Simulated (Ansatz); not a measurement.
Reference: GaAs (F-43m), r2SCAN, rigid bands (plane waves, PAW, scalar-relativistic; Ansatz, a program for electronic structure); geometry: cell and atoms relaxed with PBEsol.

```cif
data_As4Ga4
_chemical_formula_sum 'Ga4 As4'
_space_group_name_H-M_alt 'F-43m'
_space_group_IT_number 216
_space_group_name_Hall 'F -4 2 3'
_cell_length_a 5.65870
_cell_length_b 5.65870
_cell_length_c 5.65870
_cell_angle_alpha 90.000
_cell_angle_beta 90.000
_cell_angle_gamma 90.000
loop_
_atom_site_label
_atom_site_type_symbol
_atom_site_symmetry_multiplicity
_atom_site_Wyckoff_symbol
_atom_site_fract_x
_atom_site_fract_y
_atom_site_fract_z
_atom_site_occupancy
Ga1 Ga 4 a 0.00000 0.00000 0.00000 1
As1 As 4 d 0.75000 0.75000 0.75000 1
```
(The calculation used a cell of 2 atoms; values per cell refer to that cell.)

The band gap is 1.00 eV and the electron conductivity mass is 0.060 mₑ. The Seebeck coefficient, n-type 1e19 cm⁻³ is -46 μV/K.

Problem. Replace Ga by B on the same sites and relax. What happens?

Solution. BAs (F-43m): volume per atom 22.6 to 13.5 Å³; band gap rises (1.00 eV to 1.36 eV); electron conductivity mass rises (0.060 mₑ to 0.30 mₑ); Seebeck coefficient, n-type 1e19 cm⁻³ rises in size (-46 μV/K to -320 μV/K).

Moves up to 5 % count as about the same. Masses are for dilute carriers at 300 K, harmonic means over directions unless an axis is named. Seebeck coefficients are for the stated density at 300 K, with one relaxation time for all states and whether or not that doping can be reached. Spin-orbit coupling is left out.
